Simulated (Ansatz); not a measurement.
Electronic density of states of amorphous Si₁₄Y₆Al₆O₄₆, density 3.07 g/cm³, on a 2×2×2 Γ-centred mesh with a Gaussian width of 0.1 eV; energies count from the Fermi level, whose place inside the gap is arbitrary. Cell and mesh are small, so fine structure isn't converged. The numbers are results of PBE, scalar-relativistic without spin-orbit coupling (plane waves to 420 eV, PAW; Ansatz, a first-principles code), not measurements. Sampling: a 2×2×2 Γ-centred mesh; Fermi-Dirac width 0.02 eV; no spin polarisation. At PBE the levels at the filled edge of the gap are localised (band-tail or defect states), and the nearest spread-out levels lie 4.7 eV apart at the zone centre.

Preparation: random packing, a CHGNet melt and quench, and a DFT relaxation. O atoms were pushed apart under 1.9 Å during the dynamics, to hinder bonds among them. The hot cell started wider than the set density and was brought back towards it in steps. It is the lowest in DFT energy of 2 quenches. It is a model cell: composition and starting density were chosen by hand, and all elements were melted together. No dispersion term was used. Its density started from a set value of 3.04 and ended at 3.07 g/cm³. The quench (nominally 240 K/ps over its main leg) was far faster than any real one, so the model tends to hold more defects than a real film. Values belong to this one cell and scatter from quench to quench. Volume and shape were free in the relaxation.

```tsv
E - EF (eV)	states/(eV atom)
-12.00	0.00
-11.90	0.00
-11.80	0.00
-11.70	0.00
-11.60	0.00
-11.50	0.02
-11.40	0.09
-11.30	0.12
-11.20	0.04
-11.10	0.00
-11.00	0.01
-10.90	0.11
-10.80	0.26
-10.70	0.15
-10.60	0.02
-10.50	0.02
-10.40	0.07
-10.30	0.11
-10.20	0.07
-10.10	0.02
-10.00	0.06
-9.90	0.14
-9.80	0.16
-9.70	0.12
-9.60	0.11
-9.50	0.13
-9.40	0.10
-9.30	0.12
-9.20	0.17
-9.10	0.15
-9.00	0.15
-8.90	0.16
-8.80	0.19
-8.70	0.24
-8.60	0.20
-8.50	0.19
-8.40	0.17
-8.30	0.19
-8.20	0.22
-8.10	0.22
-8.00	0.24
-7.90	0.26
-7.80	0.28
-7.70	0.26
-7.60	0.21
-7.50	0.27
-7.40	0.36
-7.30	0.39
-7.20	0.38
-7.10	0.36
-7.00	0.38
-6.90	0.42
-6.80	0.46
-6.70	0.44
-6.60	0.39
-6.50	0.42
-6.40	0.45
-6.30	0.51
-6.20	0.61
-6.10	0.61
-6.00	0.48
-5.90	0.41
-5.80	0.45
-5.70	0.55
-5.60	0.65
-5.50	0.62
-5.40	0.60
-5.30	0.64
-5.20	0.64
-5.10	0.63
-5.00	0.65
-4.90	0.68
-4.80	0.73
-4.70	0.75
-4.60	0.75
-4.50	0.75
-4.40	0.77
-4.30	0.77
-4.20	0.73
-4.10	0.74
-4.00	0.77
-3.90	0.81
-3.80	0.84
-3.70	0.88
-3.60	0.82
-3.50	0.81
-3.40	0.80
-3.30	0.79
-3.20	0.82
-3.10	0.84
-3.00	0.85
-2.90	0.85
-2.80	0.86
-2.70	0.70
-2.60	0.51
-2.50	0.39
-2.40	0.26
-2.30	0.28
-2.20	0.30
-2.10	0.13
-2.00	0.01
-1.90	0.00
-1.80	0.00
-1.70	0.00
-1.60	0.00
-1.50	0.00
-1.40	0.00
-1.30	0.00
-1.20	0.00
-1.10	0.00
-1.00	0.00
-0.90	0.00
-0.80	0.00
-0.70	0.00
-0.60	0.00
-0.50	0.00
-0.40	0.00
-0.30	0.00
-0.20	0.00
-0.10	0.00
0.00	0.00
0.10	0.00
0.20	0.00
0.30	0.00
0.40	0.00
0.50	0.00
0.60	0.00
0.70	0.00
0.80	0.00
0.90	0.00
1.00	0.00
1.10	0.00
1.20	0.00
1.30	0.00
1.40	0.00
1.50	0.00
1.60	0.00
1.70	0.00
1.80	0.00
1.90	0.00
2.00	0.00
2.10	0.02
2.20	0.01
2.30	0.00
2.40	0.01
2.50	0.09
2.60	0.18
2.70	0.15
2.80	0.20
2.90	0.32
3.00	0.34
3.10	0.31
3.20	0.33
3.30	0.29
3.40	0.26
3.50	0.29
3.60	0.31
3.70	0.36
3.80	0.41
3.90	0.44
4.00	0.46
4.10	0.43
4.20	0.43
4.30	0.38
4.40	0.37
4.50	0.38
4.60	0.35
4.70	0.38
4.80	0.31
4.90	0.31
5.00	0.35
5.10	0.33
```

The level gap on this mesh is 4.30 eV; the broadening fills part of it in the curve.
